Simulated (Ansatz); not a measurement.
Effect of biaxial strain −2.50 %, plane normal [001], relaxed out of plane on Os

The reference is Os in the hcp (Mg type) structure (space group P6_3/mmc, No. 194; a = 2.754 Å, c = 4.347 Å; relaxed with 0.1 eV smearing). Axes: x lies along a and z along c of the hexagonal cell.

Modification: compressive biaxial strain of 2.50 % in the plane normal to [001], as in epitaxy on a mismatched substrate; the out-of-plane cell vector and the atoms relax.

Calculations: Ansatz (a program for electronic structure), PBE, PAW, cutoff 420 eV, without spin-orbit coupling. k-mesh 24×24×13 (Γ-centred); smearing 0.1 eV (Fermi–Dirac).

The volume per atom drops by 0.52 Å³ to 13.76 Å³ and the space group stays P6_3/mmc (No. 194). The shortest interatomic distance decreases by 0.008 Å, from 2.693 Å to 2.685 Å and the pressure (mean of the normal stresses, compression positive) goes from zero to 16.2 GPa. The band gap remains zero and the out-of-plane strain is +1.33 %. The ratio −ε⊥/ε∥ is 0.53 and the mean in-plane stress (compression positive) is +24.3 GPa.

Stability against distortions was not tested. All final runs are without spin polarisation.
